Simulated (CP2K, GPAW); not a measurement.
A CP2K input for a self-consistent single point of Y₂CN₂O₂ (P-3m1, 7 atoms in the cell) (DFT PBEsol, GPW, DZVP-MOLOPT-SR-GTH basis, GTH-PBE potentials (GTH_POTENTIALS)):

```
&GLOBAL
  PROJECT y2c(no)2
  RUN_TYPE ENERGY_FORCE
  PRINT_LEVEL MEDIUM
&END GLOBAL
&FORCE_EVAL
  METHOD Quickstep
  STRESS_TENSOR ANALYTICAL
  &DFT
    BASIS_SET_FILE_NAME BASIS_MOLOPT
    POTENTIAL_FILE_NAME GTH_POTENTIALS
    &QS
      METHOD GPW
      EPS_DEFAULT 1E-10
    &END QS
    &MGRID
      CUTOFF 500
      REL_CUTOFF 50
      NGRIDS 5
    &END MGRID
    &SCF
      SCF_GUESS ATOMIC
      EPS_SCF 1E-7
      MAX_SCF 100
      ADDED_MOS 9
      &DIAGONALIZATION
        ALGORITHM STANDARD
      &END DIAGONALIZATION
      &MIXING
        METHOD BROYDEN_MIXING
        ALPHA 0.4
        NBUFFER 10
        BETA 1
      &END MIXING
    &END SCF
    &KPOINTS
      SCHEME MONKHORST-PACK 7 7 3
    &END KPOINTS
    &XC
      &XC_FUNCTIONAL
        &PBE
          PARAMETRIZATION PBESOL
        &END PBE
      &END XC_FUNCTIONAL
    &END XC
    &PRINT
      &MO
        EIGENVALUES T
        OCCUPATION_NUMBERS T
        NDIGITS 8
        FILENAME mo
        &EACH
          QS_SCF 0
        &END EACH
        ADD_LAST NUMERIC
      &END MO
      &MULLIKEN ON
      &END MULLIKEN
    &END PRINT
  &END DFT
  &SUBSYS
    &CELL
      A 3.59601000 0.00000000 0.00000000
      B -1.79800500 3.11423600 0.00000000
      C 0.00000000 0.00000000 7.94143900
      PERIODIC XYZ
    &END CELL
    &COORD
      SCALED
      Y        0.33333300     0.66666700     0.67752000
      Y        0.66666700     0.33333300     0.32248000
      C        0.00000000     0.00000000     0.00000000
      N        0.00000000     0.00000000     0.15015000
      N        0.00000000     0.00000000     0.84985000
      O        0.33333300     0.66666700     0.39666000
      O        0.66666700     0.33333300     0.60334000
    &END COORD
    &KIND Y
      BASIS_SET DZVP-MOLOPT-SR-GTH-q11
      POTENTIAL GTH-PBE-q11
    &END KIND
    &KIND C
      BASIS_SET DZVP-MOLOPT-SR-GTH-q4
      POTENTIAL GTH-PBE-q4
    &END KIND
    &KIND N
      BASIS_SET DZVP-MOLOPT-SR-GTH-q5
      POTENTIAL GTH-PBE-q5
    &END KIND
    &KIND O
      BASIS_SET DZVP-MOLOPT-SR-GTH-q6
      POTENTIAL GTH-PBE-q6
    &END KIND
  &END SUBSYS
  &PRINT
    &FORCES ON
    &END FORCES
    &STRESS_TENSOR ON
    &END STRESS_TENSOR
  &END PRINT
&END FORCE_EVAL
```

Translate this input to GPAW.

This is the input that was run; spellings and numerical settings could be chosen otherwise.

```python
from ase import Atoms
from ase.units import GPa
from gpaw import GPAW

atoms = Atoms(['Y', 'Y', 'C', 'N', 'N', 'O', 'O'],
              cell=[[3.596010, 0.000000, 0.000000],
                    [-1.798005, 3.114236, 0.000000],
                    [0.000000, 0.000000, 7.941439]],
              positions=[[-0.000002, 2.076158, 5.380484],
                         [1.798007, 1.038078, 2.560955],
                         [0.000000, 0.000000, 0.000000],
                         [0.000000, 0.000000, 1.192407],
                         [0.000000, 0.000000, 6.749032],
                         [-0.000002, 2.076158, 3.150051],
                         [1.798007, 1.038078, 4.791388]],
              pbc=True)

calc = GPAW(mode={'name': 'pw', 'ecut': 900},
            xc='PBEsol',
            kpts=(7, 7, 3),
            occupations={'name': 'fermi-dirac', 'width': 0.0},
            nbands=-8,
            convergence={'forces': 0.001, 'bands': -6},
            symmetry={'symmorphic': False, 'tolerance': 0.0005},
            maxiter=100,
            txt='-')

atoms.calc = calc

energy = atoms.get_potential_energy()
print('Energy (eV):', round(energy, 6))
forces = atoms.get_forces()
print('Forces (eV/Ang):')
print(forces.round(5))
stress = atoms.get_stress()
print('Stress (GPa, Voigt):', (stress / GPa).round(4))
```

Basis settings and potentials, where a program has them, do not carry over. This input uses DFT PBEsol, plane waves, GPAW PAW datasets PBEsol (made by gpaw-setup).

The starting cell comes from a database of computed structures (which also holds hypothetical and non-ambient phases and stackings), without a prior relaxation at this level. Its lattice was rescaled by a random factor within 2.5 % of one. For this run, on top of that: lattice scaled by 0.98.
